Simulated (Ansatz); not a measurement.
# GaAs (model structure, started from the beta GaS type, P6₃/mmc, No. 194, 8 atoms in the cell): properties by level of theory

| level (code) | lattice parameter a (Å) | c axis length (Å) | formation enthalpy (eV/atom) |
|---|---|---|---|
| PBE (Ansatz) | 4.100 | 13.242 | 0.016 |
| PBEsol (Ansatz) | 4.050 | 12.834 | 0.051 |
| PBE-D3(BJ) (Ansatz) | 4.056 | 12.941 | 0.061 |

Ansatz's density-functional and Hartree–Fock values are scalar-relativistic unless marked +SOC, with PAW data made under PBE.

Computed values are for the static lattice.

A model structure was made by putting elements into a prototype or built by hand; it is no filed structure, need not be a known phase, and can be a saddle point held by its symmetry.

Ansatz is a first-principles code.
